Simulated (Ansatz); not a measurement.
**C, point defects**

The reference is a 16-atom supercell of C in the diamond structure (space group Fd-3m, No. 227; a = 3.560 Å) at its relaxed geometry.

One neutral defect a cell, atoms relaxed at fixed cell.

Method: r2SCAN (Ansatz, an electronic-structure program; PAW; 500 eV plane waves; no spin-orbit coupling), earlier PAW set.

```json
[
 {"change": "perfect supercell", "pressure": "0.0 GPa", "largest displacement of a host atom from its site in the perfect cell": "–"},
 {"change": "Ru on a C site, symmetric start", "pressure": "72.4 GPa", "largest displacement of a host atom from its site in the perfect cell": "0.19 Å"},
 {"change": "Se on a C site", "pressure": "69.1 GPa", "largest displacement of a host atom from its site in the perfect cell": "0.21 Å"},
 {"change": "Li interstitial (started 1.45 Å from the nearest host atom), symmetric start", "pressure": "32.0 GPa", "largest displacement of a host atom from its site in the perfect cell": "0.07 Å"},
 {"change": "B on a C site", "pressure": "(withheld)", "largest displacement of a host atom from its site in the perfect cell": "(withheld)"},
 {"change": "C vacancy, symmetric start", "pressure": "-0.6 GPa", "largest displacement of a host atom from its site in the perfect cell": "0.10 Å"}
]
```

Question: Complete the table.

Answer: 
- B on a C site, pressure: 8.8 GPa
- B on a C site, largest displacement of a host atom from its site in the perfect cell: 0.03 Å

Other magnetic orders, which the real material may have, were not ruled out. The cell is small, so the values are those of an ordered compound at a high defect concentration; dilute-limit values will differ. A case with no gap was solved on a k-mesh chosen for an insulator, which is coarse for it. Defects with a symmetric start kept the site's symmetry and may sit on a saddle; the others started slightly shaken. Seeded moments were not kept for Ru on a C site, Se on a C site, Li interstitial (started 1.45 Å from the nearest host atom) and B on a C site and more.
